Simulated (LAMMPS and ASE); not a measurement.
Interatomic potentials scored against PBE on 5 thermal frames of Si60B4 melt, 64 atoms, from DFT MD at 2090 K and 0 GPa (started from the melt; by its diffusion the run was liquid).

Reference: DFT, PBE, plane waves, Ansatz's default PAW set, run with Ansatz at one k-point, whose own sampling error enters the misses (most for metals); rms force 1.07 eV/Å, static pressure -1.0 GPa, which carries the basis error of a finite cutoff. Potentials ran in LAMMPS and ASE. The MPtrj networks were trained on PBE and PBE+U, and their training set holds relaxations of crystals, many of these compositions among them. Potentials trained on another functional, or fitted to measurement, also carry the gap between that and the reference.

- CHGNet r2SCAN: CHGNet transfer-learned on r2SCAN data
- SevenNet-0: SevenNet-0, trained on MPtrj
- CHGNet 0.3.0: CHGNet 0.3.0, trained on MPtrj (PBE and PBE+U)
- SevenNet-l3i5: SevenNet-l3i5, trained on MPtrj

```tsv
potential	force RMSE (eV/Å)	RMSE over rms force	force correlation	relative energy RMSE (meV/atom)	static pressure miss (GPa)
SevenNet-l3i5	0.26	0.25	0.97	3.2	-1.3
SevenNet-0	0.28	0.26	0.97	5.6	-0.9
CHGNet 0.3.0	0.29	0.27	0.96	8.6	-0.3
CHGNet r2SCAN	0.42	0.39	0.93	9.1	-3.0
```
